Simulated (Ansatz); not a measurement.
# BP (F-43m): band-edge transport data

Data:

```xyz
2
Lattice="0.0000 2.2595 2.2595 2.2595 0.0000 2.2595 2.2595 2.2595 0.0000" Properties=species:S:1:pos:R:3 pbc="T T T"
B      0.0000     0.0000     0.0000
P      1.1297     1.1297     1.1297
```

Level of theory: r2SCAN with spin-orbit coupling, rigid bands (plane waves, PAW; Ansatz, an electronic-structure program). Condition of this run: hydrostatic pressure 2 GPa (the target of the relaxation). Geometry: cell and atoms relaxed with r2SCAN, then loaded as said.

```
Property                                                                                                                                                       Result
---------------------------------------------------------------------------------------------------------------------------------------  ----------------------------
band gap                                                                                                                                                      1.38 eV
electron conductivity mass (300 K, dilute)                                                                                                                    0.32 mₑ
hole conductivity mass (300 K, dilute)                                                                                                                        0.40 mₑ
effective density of states N_c (300 K)                                                                                                                   4.0e19 cm⁻³
effective density of states N_v (300 K)                                                                                                                   2.2e19 cm⁻³
density-of-states mass, electrons                                                                                                                             1.37 mₑ
density-of-states mass, holes                                                                                                                                 0.93 mₑ
Seebeck coefficient, n-type 1e19 cm⁻³, 300 K                                                                                                                -337 μV/K
best n-type power factor at 300 K for τ = 10 fs (best axis; densities from 1e16 to 1e21 cm⁻³ tried, whether or not they can be reached)    20 μW/(cm·K²) at 1e20 cm⁻³
Seebeck coefficient, p-type 1e19 cm⁻³, 300 K                                                                                                                 318 μV/K
best p-type power factor at 300 K for τ = 10 fs (best axis; densities from 1e16 to 1e21 cm⁻³ tried, whether or not they can be reached)  14.5 μW/(cm·K²) at 1e20 cm⁻³
```

Rigid bands; masses and Seebeck coefficients take one relaxation time τ for all states and one kind of carrier; polarons and phonon drag are left out.
